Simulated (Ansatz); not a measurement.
Consider the following.

```
ZnS
1.0
    3.71353     0.00000     0.00000
   -1.85677     3.21602     0.00000
    0.00000     0.00000     6.27869
Zn S
2 2
Direct
  0.33333   0.66667   0.00332
  0.66667   0.33333   0.50332
  0.33333   0.66667   0.37168
  0.66667   0.33333   0.87168
```

All values below come from r2SCAN with spin-orbit coupling, rigid bands (plane waves, PAW; Ansatz, an electronic-structure program). Condition of this run: biaxial stress in the c plane of 3 GPa (compression positive) (the target of the relaxation). How the cell was made: cell and atoms relaxed with PBEsol, then loaded as said.

Q: Predict the electron conductivity mass (n e² τ/σ) at 300 K, by direction if it differs.

A: 0.24 (x), 0.24 (y), 0.174 (z) mₑ.

Q: Predict the hole conductivity mass (n e² τ/σ) at 300 K, by direction if it differs.

A: 0.93 (x), 0.93 (y), 1.55 (z) mₑ.

Q: And the band gap?

A: 2.84 eV at this level; semilocal functionals usually fall short of the measured gap.

Rigid bands, one relaxation time for all states, no polarons. Geometry: cell and atoms relaxed with PBEsol.
